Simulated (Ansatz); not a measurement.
# Cost against accuracy: basis.ecutwfc for a (001) slab of ZnS (cut from a parent of space group no. 186; 12 atoms in the cell)

Cell: a = 3.8955 Å, b = 3.8955 Å, c = 27.8989 Å, α = 90.00°, β = 90.00°, γ = 120.00°.

Method: LDA (PW92), PAW files made with PBE (plane waves; Ansatz, a program for electronic structure).

Base settings: basis.ecutwfc = 30.9 Ry; kpoints.mp_grid.grid = 7 7 1; hamiltonian.xc = lda; hamiltonian.pseudopotentials = {kind: paw} (the program's default PAW files); scf.occupations.method = fermi_dirac; scf.occupations.width = 0.01 Ry; efield.axis = 3; efield.dipole_correction = true.

Misses are taken against the tightest run, 61.7 Ry, which need not be fully converged itself. The energy is the free energy per atom.

The count of work is k-points × plane waves × bands × iterations; it is no time, and leaves out set-up, grids and terms that scale otherwise. 

The starting cell comes from a database of computed structures (which also holds hypothetical and non-ambient phases and stackings), without a prior relaxation at this level. The slab is cut from that crystal, and its faces are unrelaxed. Its lattice was rescaled in the plane by a random factor within 2.5 % of one. Spin polarisation is off, though cut faces can carry moments; the slab shows no gap.

| basis.ecutwfc | energy less reference (meV/atom) | largest difference in the force on any atom (eV/Å) | count of work / reference |
|---|---|---|---|
| 12.5 Ry | 11058.50 | 0.889 | 0.088 |
| 15.4 Ry | 2668.82 | 0.168 | 0.11 |
| 18.4 Ry | 571.33 | 0.090 | 0.15 |
| 21.7 Ry | 79.00 | 0.036 | 0.20 |
| 24.6 Ry | 11.30 | 0.008 | 0.25 |
| 27.9 Ry | 3.35 | 0.002 | 0.30 |
| 30.9 Ry | 2.22 | 0.001 | 0.36 |
| 35.6 Ry | 1.15 | 0.001 | 0.43 |
| 40.1 Ry | 0.70 | 0.000 | 0.53 |
| 46.3 Ry | 0.28 | 0.000 | 0.64 |
| 54 Ry | 0.04 | 0.000 | 0.82 |
| 61.7 Ry | 0.00 | 0.000 | 1.0 |

Coarsest setting among those run that, with all tighter ones, holds the energy within 10 meV/atom of the reference: 27.9 Ry, off by 3.4 meV/atom; it needs 0.30 of the reference's count of work.

Coarsest setting among those run that, with all tighter ones, holds the energy within 2 meV/atom of the reference: 35.6 Ry, off by 1.1 meV/atom; it needs 0.43 of the reference's count of work.

The step from 15.4 Ry to 40.1 Ry: it takes the miss in the energy from 2700 to 0.70 meV/atom, for 4.6 times the count of work.

Keys are those of Ansatz 0.2.
